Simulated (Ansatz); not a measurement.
Partial pair distribution functions of a relaxed model of amorphous Si$_{24}$O$_{53}$Nb$_{2}$, broadened by 0.06 Å; density 2.40 g/cm³. Level of theory: PBE, scalar-relativistic without spin-orbit coupling (plane waves to 420 eV, PAW; Ansatz, a quantum-chemistry and plane-wave program).

Preparation: random packing, a CHGNet melt and quench, and a DFT relaxation. O atoms were pushed apart under 1.9 Å during the dynamics, to hinder bonds among them. The hot cell started wider than the set density and was brought back towards it in steps. It is the lowest in DFT energy of 2 quenches. It is a model cell: composition and starting density were chosen by hand, and all elements were melted together. No dispersion term was used. Its density started from a set value of 2.40 and ended at 2.40 g/cm³. The simulated quench (nominally 480 K/ps over its main leg) is rapid and tends to freeze in more defects than a deposited or slowly cooled glass has. A cell of this size samples the disorder only roughly. The volume was held where the preparation left it and the shape relaxed, at a PBE pressure of 1.6 GPa. Stress components on the final sampling reach 1.6 GPa.

```tsv
r (Å)	g Si-O	g O-Nb	g Si-Si	g O-O
1.35	0.00	0.00	0.00	0.00
1.45	0.35	0.00	0.00	0.00
1.55	7.98	0.02	0.00	0.00
1.65	15.20	0.82	0.00	0.00
1.75	2.78	2.19	0.00	0.00
1.85	0.30	4.33	0.00	0.00
1.95	0.06	10.35	0.00	0.00
2.05	0.00	3.90	0.00	0.00
2.15	0.00	0.97	0.01	0.00
2.25	0.00	0.87	0.21	0.01
2.35	0.00	0.06	0.35	0.13
2.45	0.00	0.00	0.04	0.58
2.55	0.00	0.00	0.00	3.42
2.65	0.00	0.00	0.06	5.26
2.75	0.03	0.00	0.78	3.60
2.85	0.11	0.00	2.49	1.93
2.95	0.33	0.00	3.42	0.92
3.05	0.58	0.00	3.70	0.43
3.15	0.78	0.02	3.28	0.50
3.25	0.70	0.38	1.49	0.55
3.35	0.86	0.42	0.13	0.68
3.45	1.15	0.40	0.00	0.74
3.55	1.21	0.49	0.01	0.77
3.65	1.17	0.84	0.19	0.67
3.75	1.36	1.60	0.44	0.44
3.85	1.75	0.61	0.41	0.51
3.95	1.71	0.65	0.41	0.61
4.05	1.61	1.80	0.56	0.64
4.15	1.95	1.89	0.87	0.68
4.25	1.87	1.23	1.44	0.66
4.35	1.16	0.68	1.18	0.79
4.45	0.79	0.79	1.12	1.16
4.55	0.68	0.55	1.20	1.21
4.65	0.68	0.88	1.36	1.13
4.75	0.94	1.23	1.40	1.14
4.85	0.63	1.29	1.03	1.33
4.95	0.43	1.20	1.10	1.55
5.05	0.54	0.43	1.30	1.52
```

Within 2.00 Å each Si has 4.00 O neighbours on average.
